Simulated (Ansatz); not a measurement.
The starting structures come from a database of crystals and need not be the phases stable at ambient conditions.

Input:

```
BeTe
1.0
    4.00429     0.00000     0.00000
    0.00000     4.00429     0.00000
    2.00214     2.00214     2.83146
Be Te
1 1
Direct
  0.00000   0.00000   0.00000
  0.25000   0.75000   0.50000
```

The cell is taken as given; by PBEsol it stands under a pressure of -1.8 GPa.

Transport runs along the normal of the first two printed cell vectors, the (001) plane of the conventional cell.

The gap is the functional's own. No spin-orbit coupling. Mid-gap values are those at the computed energy nearest the middle.

Estimate the band gap and the smallest decay constant κ at mid-gap that PBEsol in Ansatz (a program for electronic structure) returns for this system.

Gap 1.91 eV on a 10×10×10 mesh; κ = 0.186 1/Å, at the zone centre.
